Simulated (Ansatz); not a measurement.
Band structure of P3N5 (Imm2, 8 atoms in the cell).

```yaml
crystal:
  lattice:
    - [-1.33728, 6.64171, 2.28388]
    - [1.33728, -6.64171, 2.28388]
    - [1.33728, 6.64171, -2.28388]
  atoms:
    - { symbol: P, position: [0.85852, 0.54134, 0.31718] }
    - { symbol: P, position: [0.22416, 0.54134, 0.68282] }
    - { symbol: P, position: [0.70213, 0.70213, 0.00000] }
    - { symbol: N, position: [0.49087, 0.26449, 0.22638] }
    - { symbol: N, position: [0.03811, 0.26449, 0.77362] }
    - { symbol: N, position: [0.81862, 0.92241, 0.89621] }
    - { symbol: N, position: [0.02620, 0.92241, 0.10379] }
    - { symbol: N, position: [0.50607, 0.00607, 0.50000] }
```

Level of theory: PBEsol, PAW files made with PBE (plane waves; Ansatz, a program for electronic structure).

Settings: kpoints.mp_grid.grid = 7 7 7; hamiltonian.xc = pbesol; hamiltonian.pseudopotentials = {kind: paw} (an earlier, softer set of the program's PAW files); scf.occupations.method = fixed; kpoints.band_path.npoints = 8.

The starting cell comes from a database of computed structures (which also holds hypothetical and non-ambient phases and stackings), without a prior relaxation at this level. Its lattice was rescaled by a random factor within 2.5 % of one.

**Question.** Predict the gap along the standard path and the places of the band edges.

**Answer.** The gap along the path is 2.37 eV, from a point between X1 and Z to a point between X and L; the smallest direct gap on it is 2.92 eV. Another conduction valley lies within 0.1 eV, so the order of the valleys is not sure.

Levels in eV from the top of the valence band on the path, bands 17 to 24:
| point | 17 | 18 | 19 | 20 | 21 | 22 | 23 | 24 |
|---|---|---|---|---|---|---|---|---|
| Γ | -1.96 | -1.96 | -1.52 | -0.99 | 2.83 | 3.26 | 5.05 | 5.18 |
| X | -2.80 | -1.79 | -1.65 | -1.19 | 2.91 | 3.05 | 4.07 | 5.40 |
| L | -2.59 | -1.80 | -1.04 | -0.78 | 2.38 | 3.56 | 4.67 | 5.15 |
| T | -2.59 | -1.83 | -0.99 | -0.78 | 2.39 | 3.60 | 4.56 | 5.13 |
| W | -2.49 | -1.85 | -1.03 | -0.77 | 2.52 | 3.32 | 4.75 | 4.98 |
| R | -2.72 | -1.70 | -1.56 | -1.34 | 2.83 | 2.92 | 4.28 | 5.63 |
| X1 | -2.80 | -1.79 | -1.65 | -1.19 | 2.91 | 3.05 | 4.07 | 5.40 |
| Z | -2.05 | -2.00 | -1.95 | -0.03 | 2.89 | 3.32 | 4.43 | 5.86 |
| Y | -2.04 | -1.99 | -1.74 | -0.58 | 3.12 | 3.14 | 4.64 | 5.76 |
| S | -2.03 | -1.99 | -1.87 | -0.72 | 3.07 | 3.23 | 4.74 | 5.42 |

Keys are those of Ansatz 0.2.
